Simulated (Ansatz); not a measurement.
An Ansatz (a program for electronic structure) run: MoSi2 with a change (isotropic strain +1.00 %); PBE (Ansatz), no SOC.

Input:

Ansatz 0.2 input:
```yaml
crystal:
  lattice:
    - [-1.6244702024, 1.6244702024, 3.976659559]
    - [1.6244702024, -1.6244702024, 3.976659559]
    - [1.6244702024, 1.6244702024, -3.976659559]
  atoms:
    - { symbol: Si, position: [0.6649238322, 0.6649238322, 0] }
    - { symbol: Si, position: [0.3350761678, 0.3350761678, 0] }
    - { symbol: Mo, position: [0, 0, 0] }
basis: { ecutwfc: 420, ecutrho_ratio: 4, xc_grid: 2, fft_grid_basis: typed }
kpoints: { mp_grid: { grid: [25, 25, 25] } }
hamiltonian:
  xc: pbe
  dispersion: none
  pseudopotentials: { kind: paw }
scf: { occupations: { method: fermi_dirac, width: 0.1 }, convergence: { dr2_threshold: 0.0000000003 } }
relax: { f_tol: 0.005, max_steps: 50 }
output: { forces: true, stress: true }
checkpoint: { write: state.ck, write_every: 1000 }
```

Output (explanatory and most iteration lines left out):

```
Relaxation: its limit of steps is 50 (relax.max_steps)
Pseudopotential: Si, paw, valence charge 4
Pseudopotential: Mo, paw, valence charge 14
Crystal: 3 atoms, lattice volume = 41.976 Å³
Basis set: ecut = 420 eV, 849 PW (Γ), exchange–correlation on 64×64×64 points (8 copies of the dense FFT grid, shifted against one another)
Bands: 15, of which v1, the nominal top of the filled ones, is band 11 counted from 1 (10 counted from 0)
Symmetry: 16 space group operations
Space group: I4/mmm (ITA 139), of the structure as read, at distance tolerance 3.5e-5 Å
k-points: 1183 of 15625
Functional: x = pbe(κ = 0.804, μ = 0.2195149727645171), c = pbe(β = 0.06672455060314922)
SCF iter   1: F=—  HF=-6229.107472 eV  |F-HF|=—  |Δ(HF+E_count)|=         —  Δρ=4.17e-3  dr2=6.29e-3  ethr=1.77e-3  ⟨swp⟩=5.1  Hψ=99862  notcnv=0
SCF iter   2: F=—  HF=-6229.106991 eV  |F-HF|=—  |Δ(HF+E_count)|=   4.81e-4  Δρ=2.16e-3  dr2=1.52e-3  ethr=2.86e-5  ⟨swp⟩=1.3  Hψ=27870  notcnv=0
SCF 1 converged in 7 iterations: F = -6229.106837 eV  dr2 = 1.06e-10
relax step   1: F+E_penalty+E_count = -6229.10683674 eV  Δ(F+E_penalty+E_count) = +0.000e0 eV  max|allowed force component| = 6.656e-2 eV/Å  Δτ_max = 0.0000 Å  (7 SCF iters, accepted)
Crystal: 3 atoms, lattice volume = 41.976 Å³
SCF iter   1: F=—  HF=-6229.107106 eV  |F-HF|=—  |Δ(HF+E_count)|=         —  Δρ=2.61e-4  dr2=5.43e-5  ethr=2.45e-7  ⟨swp⟩=2.0  Hψ=69126  notcnv=0
SCF iter   2: F=—  HF=-6229.107099 eV  |F-HF|=—  |Δ(HF+E_count)|=   6.76e-6  Δρ=1.38e-4  dr2=1.39e-5  ethr=2.45e-7  ⟨swp⟩=1.1  Hψ=18137  notcnv=0
SCF 2 converged in 6 iterations: F = -6229.107095 eV  dr2 = 2.56e-11
relax step   2: F+E_penalty+E_count = -6229.10709454 eV  Δ(F+E_penalty+E_count) = -2.578e-4 eV  max|allowed force component| = 1.029e-2 eV/Å  Δτ_max = 0.0034 Å  (6 SCF iters, accepted)
Crystal: 3 atoms, lattice volume = 41.976 Å³
SCF iter   1: F=—  HF=-6229.107099 eV  |F-HF|=—  |Δ(HF+E_count)|=         —  Δρ=4.75e-5  dr2=1.79e-6  ethr=8.22e-8  ⟨swp⟩=2.2  Hψ=44988  notcnv=0
SCF iter   2: F=—  HF=-6229.107101 eV  |F-HF|=—  |Δ(HF+E_count)|=   1.80e-6  Δρ=2.50e-5  dr2=4.53e-7  ethr=8.14e-9  ⟨swp⟩=1.0  Hψ=27209  notcnv=0
SCF 3 converged in 5 iterations: F = -6229.107101 eV  dr2 = 2.49e-11
relax step   3: F+E_penalty+E_count = -6229.10710082 eV  Δ(F+E_penalty+E_count) = -6.282e-6 eV  max|allowed force component| = 2.376e-5 eV/Å  Δτ_max = 0.0006 Å  (5 SCF iters, accepted)
SCF converged after 5 iterations
Free energy (F): -6229.107101 eV
Internal energy: -6229.096166 eV  (E = F + TS)
E sigma→0 (E₀):  -6229.101633 eV
Entropy (-TS):   -0.010935 eV (-3.645 meV/atom)
Fermi energy:    15.185166 eV
--- Forces (eV/Å), atoms counted from 1 ---
  atom   1  Si     0.00000000     0.00000000     0.00002376
  atom   2  Si     0.00000000     0.00000000    -0.00002376
  atom   3  Mo    -0.00000000     0.00000000     0.00000000
--- Stress (GPa, compression-positive) ---
       -5.495719       0.000000       0.000000
        0.000000      -5.495719      -0.000000
        0.000000       0.000000      -6.155304
  P = ⅓ Tr σ = -5.7156 GPa (-57.156 kbar)
--- Relaxed structure (3 steps of the walk, 3 accepted, 0 SCFs on fresh bases) ---
  atoms:
    - { symbol: Si, position: [0.6644256203545067, 0.6644256203545067, 1.582309303058023e-36] }
    - { symbol: Si, position: [0.33557437964549336, 0.33557437964549336, -2.2962781349256665e-36] }
    - { symbol: Mo, position: [1.543716393227339e-36, -8.297475613596948e-37, 7.139688318676442e-37] }
```

Whether these cells are dynamically stable was not tested. The final runs are not spin-polarised. The cell was made from MoSi$_{2}$ (space group I4/mmm, No. 139) by this change: isotropic strain +1.00 %.
